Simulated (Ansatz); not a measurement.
The starting structures come from a database of crystals and need not be the phases stable at ambient conditions.

 Where the default PAW files enter, the runs use the earlier of Ansatz's two default sets.

The decay constant κ of evanescent states in the gap governs leakage through a thin film.

Here is the system:

```
CELL_PARAMETERS angstrom
      2.81970     0.00000     0.00000
     -1.40985     2.44193     0.00000
      1.40985     0.81398     2.30228
ATOMIC_POSITIONS crystal
  Al 0.00000 0.50000 0.50000
  N  0.00000 0.00000 0.00000
```

Space group of this cell: Fm-3m, rock salt. The cell is strained (all lengths scaled by 0.98); by r2SCAN its mean pressure is 10.9 GPa.

Transport runs along the normal of the first two printed cell vectors, the (111) plane of the conventional cell.

The gap is the functional's own, uncorrected, and κ follows it; spin-orbit coupling is left out. Mid-gap values are interpolated between the computed energies.

**Question.** Give the band gap and the smallest decay constant κ at mid-gap that r2SCAN in Ansatz (a first-principles code) yields.

**Answer.** Gap 5.90 eV on a 16×16×16 mesh; κ = 0.345 1/Å, at the zone centre.
